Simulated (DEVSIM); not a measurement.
Structure: illuminated Si n-on-p cell, one wavelength, at 300 K.

```tsv
layer (left to right)	material	thickness (μm)	Nd (cm⁻³)	Na (cm⁻³)	τn (s)	τp (s)	absorption coefficient (cm⁻¹)
1	Si	0.100	6.6e18	-	8.6e-5	3.1e-6	340
2	Si	21.0	-	5.1e16	0.0001	0.0001	340
```

Left contact: ohmic, minority hole recombination velocity 20000 cm/s. Right contact: ohmic, minority electron recombination velocity 200 cm/s. Voltage is applied to the left contact. Recombination: SRH at mid-gap, radiative, Auger. Light enters at the left, 4.5e16 photons cm⁻² s⁻¹, one pass, no reflection. Mobility is μmin + (μ − μmin)/(1 + (N/Nref)^α).

The device is made up for the run: typed textbook-type constants, with dimensions and the other settings drawn at random. Values at 300 K.

| parameter | Si |
|---|---|
| gap (eV) | 1.124 |
| affinity (eV) | 4.05 |
| permittivity | 11.7 |
| Nc (cm⁻³) | 2.86e19 |
| Nv (cm⁻³) | 3.1e19 |
| μn (cm²/Vs) | 1417 |
| μp (cm²/Vs) | 470 |
| μn,min | 52 |
| μp,min | 45 |
| Nref,n | 9.7e16 |
| Nref,p | 2.2e17 |
| αn | 0.68 |
| αp | 0.72 |
| B (cm³/s) | 4.7e-15 |
| Cn (cm⁶/s) | 2.8e-31 |
| Cp (cm⁶/s) | 9.9e-32 |

Simulated with DEVSIM: 1D drift-diffusion, Boltzmann statistics, complete ionisation; no tunnelling, impact ionisation, image-force lowering or self-heating.

The recombination velocity at the left contact was swept, all else fixed.

| recombination velocity at the left contact (cm/s) | dark forward voltage at 100 A/cm² (V) | fill factor | open-circuit voltage (V) | largest power (mW/cm²) |
|---|---|---|---|---|
| 10 | 0.902 | 0.84 | 0.635 | 1.94 |
| 100 | 0.902 | 0.84 | 0.634 | 1.94 |
| 1000 | 0.901 | 0.84 | 0.634 | 1.94 |
| 10000 | 0.895 | 0.83 | 0.627 | 1.91 |
| 20000 | 0.890 | 0.83 | 0.622 | 1.89 |
| 1e5 | ? | 0.83 | ? | 1.82 |
| 1e6 | 0.862 | 0.82 | 0.584 | 1.75 |
| 1e7 | 0.860 | 0.82 | 0.580 | 1.74 |

What belongs in the gaps?


- 1e5, dark forward voltage at 100 A/cm² (V): 0.876
- 1e5, open-circuit voltage (V): 0.603
